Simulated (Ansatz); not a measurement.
Results of Hartree–Fock (plane waves, PAW; Ansatz, an electronic-structure program) for LaBr3 (P6₃/m, No. 176).

Numerical settings: plane-wave cutoff 460 eV, 6×6×6 k mesh, Fermi–Dirac smearing 0.01 eV, scalar-relativistic PAW data made under PBE.

Cell (measured lattice):

```
CELL_PARAMETERS angstrom
      3.98240    -6.89772     0.00000
      3.98240     6.89772     0.00000
      0.00000     0.00000     4.51190
ATOMIC_POSITIONS crystal
  La 0.33333 0.66667 0.25000
  La 0.66667 0.33333 0.75000
  Br 0.38506 0.29878 0.25000
  Br 0.08628 0.38506 0.75000
  Br 0.70122 0.08628 0.25000
  Br 0.61494 0.70122 0.75000
  Br 0.91372 0.61494 0.25000
  Br 0.29878 0.91372 0.75000
```

Q: Predict the band gap.

A: 
- band gap = 11.24 eV

Measured, for comparison: band gap 5.9 eV (temperature not stated, no zero-point or thermal correction, literature value; as tabulated in Przystupa et al. (2023), doi:10.3390/ma16145085).

Note: cell and atoms aren't relaxed at this level (largest force component 0.28 eV/Å, pressure 6.2 GPa).

Spin–orbit coupling is not included.

The computed numbers hold no vibrational or temperature effects.

Computing time: roughly 30 core-minutes.
